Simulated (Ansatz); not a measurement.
**Fluorite NiSi2**

These are r²SCANh in Ansatz (plane waves, PAW) values and carry that method's errors.

Settings: plane-wave cutoff 520 eV, 10×10×10 k mesh, Fermi–Dirac smearing 0.05 eV, no spin polarisation, scalar-relativistic PAW data made under PBE.

Cell (relaxed at this level):

```xyz
3
Lattice="0.0000 2.6842 2.6842 2.6842 0.0000 2.6842 2.6842 2.6842 0.0000" Properties=species:S:1:pos:R:3 pbc="T T T"
Si     1.3421     1.3421     1.3421
Si     4.0262     4.0262     4.0262
Ni     0.0000     0.0000     0.0000
```

```
Quantity       Result
------------  -------
bulk modulus  161 GPa
```

Note: the run has no spin polarisation, so it can have missed a magnetic state.

The result took very roughly 30 core-minutes.

Ansatz is a first-principles code.
